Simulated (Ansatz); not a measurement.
**A computed series for SnO: pressure series**

Consider SnO (space group P4/nmm, No. 129; a = 3.7701 Å, c = 4.5598 Å; layered, stacked along the Cartesian z axis).

Cell and atoms are relaxed at each pressure.

The values are results of PBEsol-D3(BJ), PAW, 420 eV (Ansatz, a quantum-chemistry and plane-wave program; without spin-orbit coupling), not measurements.

Notes on the quantities. enthalpy: H = E + PV relative to the base's energy.

```csv
case,enthalpy,lattice parameter a
base,–,3.770 Å
pressure −2 GPa,-0.21 eV/atom,3.803 Å
pressure −1 GPa,-0.10 eV/atom,3.786 Å
pressure 0.3 GPa,+0.03 eV/atom,3.766 Å
pressure 0.7 GPa,+0.07 eV/atom,3.759 Å
pressure 1.5 GPa,+0.15 eV/atom,3.747 Å
pressure 3 GPa,+0.29 eV/atom,3.728 Å
pressure 5 GPa,+0.48 eV/atom,3.708 Å
pressure 7.5 GPa,+0.71 eV/atom,3.685 Å
pressure 10 GPa,+0.94 eV/atom,3.664 Å
```

Load acts through the strain it causes; cell and atoms are relaxed under it. Stability against distortions was not tested. No other phases were tried under pressure. The final runs are not spin-polarised.
